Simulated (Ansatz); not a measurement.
Consider Sr in the fcc (Cu type) structure (space group Fm-3m, No. 225).

```
CELL_PARAMETERS angstrom
      0.00000     2.96126     2.96126
      2.96126     0.00000     2.96126
      2.96126     2.96126     0.00000
ATOMIC_POSITIONS crystal
  Sr 0.00000 0.00000 0.00000
```

The other end (x = 1) is Ca in the fcc (Cu type) structure (space group Fm-3m, No. 225): 40.58 Å³/atom, gap zero.

Level of theory: PBEsol (Ansatz, an electronic-structure program), no spin-orbit coupling.

Ca replaces a fraction x of Sr; each row is one arrangement (x, atoms in the cell, starting space group or random), fully relaxed.

One change was made to it. Results:

| quantity | base | after |
|---|---|---|
| mixing energy (to 0.01 eV only: unlike meshes or grids) | – | +0.01 eV/atom |
| shortest interatomic distance | 4.188 Å | 3.839 Å |
| deviation of the volume from the linear (Vegard-type) interpolation | – | -0.4 % |

Which change produced these results?
A. x(Ca) = 0.25, 4 atoms, C2/m
B. x(Ca) = 0.667, 3 atoms, I4/mmm
C. x(Ca) = 0.5, 4 atoms, Pmmn

B, x(Ca) = 0.667, 3 atoms, I4/mmm. For comparison, the shortest interatomic distance in the other runs: x(Ca) = 0.25, 4 atoms, C2/m gives 4.054 Å; x(Ca) = 0.5, 4 atoms, Pmmn gives 3.928 Å.

These are small ordered cells, not random alloys; other orderings at the same x differ. No phonon test of stability was made.
